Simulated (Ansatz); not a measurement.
We consider fluorite PbF2 (high-temperature phase), described by RPBE (Ansatz, a quantum-chemistry and plane-wave program, PAW).

Run with plane-wave cutoff 520 eV, 10×10×10 k mesh, Fermi–Dirac smearing 0.01 eV, scalar-relativistic PAW data made under PBE.

Pressure at four volumes; x = ln(V/18.902 Å³). One pressure is withheld.

| V (Å³/atom) | x | P (GPa) |
|---|---|---|
| 17.768 | -0.0619 | ? |
| 18.146 | -0.0408 | 2.56 |
| 18.902 | 0.0000 | 0.01 |
| 20.037 | 0.0583 | -2.87 |

Question: Pass a parabola P(x) through the three rows shown, estimate the bulk modulus and its pressure derivative near zero pressure, and predict the withheld pressure.

Answer: Slopes between the rows: (0.01 − (2.56))/(0.0000 − (-0.0408)) = -62.50 and (-2.87 − (0.01))/(0.0583 − (0.0000)) = -49.40 GPa. Their difference over the span 0.0991 is c = 13.10/0.0991 = 132.2 GPa, so P(x) = 2.56 + (-62.50)(x − (-0.0408)) + 132.2 (x − (-0.0408))(x − (0.0000)). At the middle row B = −dP/dx = −[-62.50 + 132.2 × 0.0408] = 57.1 GPa, and B′ = dB/dP = 2c/B = 4.6. At x = -0.0619 the parabola gives 4.05 GPa; the run gives 4.07 GPa. The Birch–Murnaghan fit to the energies at all volumes has B0 = 56.7 GPa and B′ = 4.8.

Measured, for comparison: bulk modulus 64 GPa (temperature not stated, not corrected to a static lattice; as tabulated in Cadelano and Cappellini (2011), arXiv:1107.5962). Computed (rounded) less measured: bulk modulus -11 %.

Spin–orbit coupling is not included; it can shift volumes and moduli of such heavy elements.
